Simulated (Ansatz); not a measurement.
## InSb: isotropic strain −3.00 %

The parent structure is InSb in the zinc blende structure (space group F-43m, No. 216; a = 6.6351 Å).

One thing is altered: the cell is scaled by 0.9700 in all directions, atoms relaxed at fixed cell.

The values are results of Kohn–Sham DFT with the PBE functional, run in Ansatz (a first-principles code) with PAW and 420 eV plane waves, scalar-relativistic without spin-orbit coupling, not measurements. k-mesh 12×12×12 (Γ-centred); smearing 0.05 eV (Fermi–Dirac).

```csv
quantity,base,changed,shift
space group,F-43m (No. 216),F-43m (No. 216),–
shortest interatomic distance,2.873 Å,2.787 Å,-0.086 Å
energy relative to the base (free energy F),0 meV/atom,+38 meV/atom,+38 meV/atom
pressure,0.0 GPa,4.2 GPa,+4.2 GPa
band gap,zero,zero,–
```

Final structure:

```yaml
crystal:
  lattice:
    - [0.00000, 3.21804, 3.21804]
    - [3.21804, 0.00000, 3.21804]
    - [3.21804, 3.21804, 0.00000]
  atoms:
    - { symbol: In, position: [0.00000, 0.00000, 0.00000] }
    - { symbol: Sb, position: [0.25000, 0.25000, 0.25000] }
```

Spin-orbit coupling, missing from the scalar runs, can matter with Sb. No phonon test of stability was made. All final runs are without spin polarisation. A zero or small gap of InSb can be the functional's error rather than a property of the material.
